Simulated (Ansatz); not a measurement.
Start from TlBr in the CsCl type structure (space group Pm-3m, No. 221).

```yaml
crystal:
  lattice:
    - [3.83953, 0.00000, 0.00000]
    - [0.00000, 3.83953, 0.00000]
    - [0.00000, 0.00000, 3.83953]
  atoms:
    - { symbol: Tl, position: [0.00000, 0.00000, 0.00000] }
    - { symbol: Br, position: [0.50000, 0.50000, 0.50000] }
```

Cartesian axes are those of the cell as printed.

Method: LDA in Ansatz (plane waves to 420 eV, PAW, scalar-relativistic without spin-orbit coupling).

Strains are applied to the cell and any free atomic positions relax; under biaxial strain the out-of-plane vector relaxes too.

One change was made to it. Results:

| quantity | base | after |
|---|---|---|
| smallest direct gap | 1.37 eV | 1.24 eV |
| band gap | 1.37 eV | 1.05 eV |

**Question.** What was done to the base?
A. biaxial strain −2.50 %, plane normal [001], relaxed out of plane
B. biaxial strain −1.50 %, plane normal [001], relaxed out of plane
C. biaxial strain +1.50 %, plane normal [001], relaxed out of plane
D. biaxial strain −0.50 %, plane normal [001], relaxed out of plane
E. biaxial strain −2.00 %, plane normal [001], relaxed out of plane

**Answer.** A, biaxial strain −2.50 %, plane normal [001], relaxed out of plane. For comparison, the band gap in the other runs: biaxial strain +1.50 %, plane normal [001], relaxed out of plane gives 1.26 eV; biaxial strain −0.50 %, plane normal [001], relaxed out of plane gives 1.31 eV; biaxial strain −2.00 %, plane normal [001], relaxed out of plane gives 1.12 eV; biaxial strain −1.50 %, plane normal [001], relaxed out of plane gives 1.18 eV.

Spin-orbit coupling, missing from the scalar runs, can matter with Tl. Stability against distortions was not tested.

Ansatz is a program for electronic structure.
